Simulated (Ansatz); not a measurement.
An Ansatz (a program for electronic structure) run: ScCu; DFT with PBEsol, PAW potentials and a 420 eV plane-wave cutoff in Ansatz, without spin-orbit coupling.

Input:

Ansatz 0.2 input:
```yaml
crystal:
  lattice:
    - [3.2093932746, 0, 0]
    - [0, 3.2093932746, 0]
    - [0, 0, 3.2093932746]
  atoms:
    - { symbol: Sc, position: [0.5, 0.5, 0.5] }
    - { symbol: Cu, position: [0, 0, 0] }
basis: { ecutwfc: 420, ecutrho_ratio: 4, xc_grid: 2, fft_grid_basis: typed }
kpoints: { mp_grid: { grid: [14, 14, 14] } }
hamiltonian:
  xc: pbesol
  dispersion: none
  pseudopotentials: { kind: paw }
scf: { occupations: { method: fermi_dirac, width: 0.05 }, convergence: { dr2_threshold: 0.0000000002 } }
output: { forces: true, stress: true }
```

Output:

```
WARN ansatz: RAYON_NUM_THREADS=2 ignored (pool sized by the plan → 2); use --threads N
Pseudopotentials: kind: paw
Pseudopotential: Sc, paw, valence charge 11
Pseudopotential: Cu, paw, valence charge 19
Functional definition: PBEsol
Crystal: 2 atoms, lattice volume = 33.057 Å³
Basis set: ecut = 420 eV, 619 PW (Γ), exchange–correlation on 48×48×48 points (8 copies of the dense FFT grid, shifted against one another)
Bands: 19, of which v1, the nominal top of the filled ones, is band 15 counted from 1 (14 counted from 0)
Symmetry: 48 space group operations
Space group: Pm-3m (ITA 221), of the structure as read, at distance tolerance 3.2e-5 Å
k-points: 120 of 2744
PAW frozen core: Sc, regenerated for the run's functional, and the local potential with it
PAW frozen core: Cu, regenerated for the run's functional, and the local potential with it
Initial density: superposition of atomic densities (neutral atoms: chi_scale 0, normalization atom), corrected by the library's trained network
Initial wavefunctions: pseudopotential atomic-orbital guess
Eigensolver: davidson
Functional: x = pbesol(κ = 0.804, μ = 0.12345679012345678), c = pbesol(β = 0.046)
SCF iter   1: F=—  HF=-8700.699042 eV  |F-HF|=—  |Δ(HF+E_count)|=         —  Δρ=1.45e-2  dr2=4.16e-2  ethr=1.77e-3  ⟨swp⟩=3.2  Hψ=8700  notcnv=0
all-band conjugate gradients solve this SCF's bands
preconditioner: auto → none
SCF iter   2: F=—  HF=-8700.690816 eV  |F-HF|=—  |Δ(HF+E_count)|=   8.23e-3  Δρ=2.52e-3  dr2=2.67e-3  ethr=1.39e-4  ⟨swp⟩=2.0  Hψ=4441  notcnv=0
SCF iter   3: F=—  HF=-8700.689679 eV  |F-HF|=—  |Δ(HF+E_count)|=   1.14e-3  Δρ=6.67e-4  dr2=1.43e-4  ethr=8.91e-6  ⟨swp⟩=2.0  Hψ=3970  notcnv=0
SCF iter   4: F=—  HF=-8700.689596 eV  |F-HF|=—  |Δ(HF+E_count)|=   8.29e-5  Δρ=1.67e-4  dr2=4.22e-6  ethr=4.76e-7  ⟨swp⟩=2.1  Hψ=3369  notcnv=0
SCF iter   5: F=—  HF=-8700.689605 eV  |F-HF|=—  |Δ(HF+E_count)|=   8.61e-6  Δρ=3.85e-5  dr2=2.51e-7  ethr=1.41e-8  ⟨swp⟩=2.0  Hψ=3143  notcnv=0
SCF iter   6: F=—  HF=-8700.689603 eV  |F-HF|=—  |Δ(HF+E_count)|=   2.18e-6  Δρ=2.31e-6  dr2=5.69e-10  ethr=8.37e-10  ⟨swp⟩=2.0  Hψ=3112  notcnv=0
SCF iter   7: F=-8700.689603 eV  HF=-8700.689603 eV  |F-HF|=3.64e-12  |Δ(HF+E_count)|=  4.29e-10  Δρ=1.58e-7  dr2=4.01e-12  ethr=1.00e-12  ⟨swp⟩=4.1  Hψ=8004  notcnv=0
SCF 1 converged in 7 iterations: F = -8700.689603 eV  dr2 = 4.01e-12
SCF converged after 7 iterations
Free energy (F): -8700.689603 eV
Harris-Foulkes:  -8700.689603 eV  (|F-HF|=3.64e-12)
Internal energy: -8700.679068 eV  (E = F + TS)
E sigma→0 (E₀):  -8700.684335 eV
Entropy (-TS):   -0.010535 eV (-5.267 meV/atom)
Fermi energy:    13.164163 eV
--- Per-component energies (eV) ---
  E_band       = -562.274860
  E_kinetic    = 561.846011
  E_local      = -5539.455954  (includes V_loc(G=0)·N_el)
  E_nonlocal   = 469.757170
  E_hartree    = 2374.320885
  E_xc         = -193.345155
  E_vxc        = -245.231908  (∫ρ·V_xc dr)
  E_paw        = -2554.175028  (= ΣΔE_a)
  E_vpaw       = -557.832146  (= ΣTr[D̂ρ^β])
  E_aug_tail   = 0.000236  (compensation charges beyond the density's cutoff)
  E_ewald      = -3819.962461
  E_core_change = 0.335227  (= ΣΔE_core)
  E_smearing   = -0.010535  (= −TS)
  E_closure    = -0.000000  (closes the sum)
  Σ components = -8700.689603   (vs F -8700.689603, Δ=0.00e0)
  [band-id]    e_kinetic+e_local+e_nonlocal+2·e_hartree+e_vxc+e_vpaw+e_augmentation_tail = -562.274821   (vs E_band -562.274860, Δ=3.95e-5)
--- Forces (eV/Å), atoms counted from 1 ---
  atom   1  Sc     0.00000000    -0.00000000    -0.00000000
  atom   2  Cu    -0.00000000    -0.00000000     0.00000000
  max |Σ_I F_I| component: 2.44e-29 eV/Å
--- Stress (GPa, compression-positive) ---
       -0.000116       0.000000       0.000000
        0.000000      -0.000116       0.000000
        0.000000       0.000000      -0.000116
  P = ⅓ Tr σ = -0.0001 GPa (-0.001 kbar)
  The stress holds the Pulay correction. Without it, at fixed plane waves, as pw.x and ABINIT print it: P = -0.0335 GPa
  The stress includes an estimate of the error left by incomplete SCF convergence (largest component 0.0000 GPa).
--- Band table ---
  band table: none
```

No phonon test of stability was made. The final runs are not spin-polarised. The cell is ScCu in the CsCl type structure (space group Pm-3m, No. 221).
